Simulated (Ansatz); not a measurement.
The starting structures come from a database of crystals and need not be the phases stable at ambient conditions.

Tunnelling through a barrier is set by its complex band structure: the current falls as exp(−2κd) with the smallest κ.

Given:

```yaml
crystal:
  lattice:
    - [3.84172, 0.00000, 0.00000]
    - [-1.92086, 3.32703, 0.00000]
    - [0.00000, 0.00000, 6.33293]
  atoms:
    - { symbol: Ga, position: [0.66667, 0.33333, 0.50005] }
    - { symbol: Ga, position: [0.33333, 0.66667, 0.00005] }
    - { symbol: P, position: [0.66667, 0.33333, 0.87395] }
    - { symbol: P, position: [0.33333, 0.66667, 0.37395] }
```

Space group of this cell: P6_3mc, wurtzite. The cell is taken as given.

Transport runs along the normal of the first two printed cell vectors, the (001) plane of the conventional cell.

The gap is the functional's own, uncorrected, and κ follows it; spin-orbit coupling is left out. Mid-gap values are interpolated between the computed energies.

Q: Predict the band gap and the smallest decay constant κ at mid-gap from r2SCAN (Ansatz, a quantum-chemistry and plane-wave program).

A: Gap 1.74 eV on a 12×12×6 mesh; κ = 0.122 1/Å, at the zone centre.
